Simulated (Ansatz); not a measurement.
# TlSbO3 in the cubic perovskite structure (space group Pm-3m, No. 221; a hypothetical phase, not in the database extracts checked)

```cif
data_O3SbTl
_chemical_formula_sum 'Tl1 Sb1 O3'
_space_group_name_H-M_alt 'P 1'
_space_group_IT_number 1
_cell_length_a 4.05024
_cell_length_b 4.05024
_cell_length_c 4.05024
_cell_angle_alpha 90.000
_cell_angle_beta 90.000
_cell_angle_gamma 90.000
loop_
_space_group_symop_operation_xyz
  'x, y, z'
loop_
_atom_site_label
_atom_site_type_symbol
_atom_site_fract_x
_atom_site_fract_y
_atom_site_fract_z
_atom_site_occupancy
Tl1 Tl 0.00000 0.00000 0.00000 1
Sb1 Sb 0.50000 0.50000 0.50000 1
O1 O 0.00000 0.50000 0.50000 1
O2 O 0.50000 0.50000 0.00000 1
O3 O 0.50000 0.00000 0.50000 1
```

All numbers come from plane-wave PAW DFT at the r2SCAN level (Ansatz, a program for electronic structure, 500 eV), without spin-orbit coupling. Γ-centred 12×12×12 mesh, Fermi–Dirac width 0.05 eV.

| Item | Value |
|---|---|
| Volume per atom | 13.29 Å³ |
| Density | 9.35 g/cm³ |
| Band gap | zero |
| Total energy | -3932.286 eV/atom (σ→0; compares only within this code and set-up) |

Stability against distortions was not tested. The final runs are not spin-polarised. Many cubic perovskites are stable only at high temperature; tilts and polar distortions were not tested.
